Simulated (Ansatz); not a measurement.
Consider TiO2 in the anatase structure (space group I4_1/amd, No. 141; a = 3.7698 Å, c = 9.5518 Å). Axes: x, y, z lie along a, b, c of the conventional cell.

It is then changed as follows: uniaxial stress, 8 GPa tension along z; all other stress components relax to zero.

Levels (all Ansatz, a quantum-chemistry and plane-wave program, PAW): PBEsol (420 eV, no spin-orbit coupling); r2SCAN (500 eV, scalar-relativistic without spin-orbit coupling); HSE06 (420 eV, no spin-orbit coupling).

At the geometry relaxed with PBEsol, these levels gave the following band gaps, in shuffled order: (a) 3.96 eV, (b) 2.41 eV, (c) 2.85 eV.

### Question
Match each gap to its level.

### Answer
(a) HSE06; (b) PBEsol; (c) r2SCAN.

Single points use the geometry relaxed with PBEsol. HSE06 gaps are upper bounds (no full band path). Load acts through the strain it causes; cell and atoms are relaxed under it. Stability under load was not tested beyond the relaxation. All final runs are without spin polarisation.
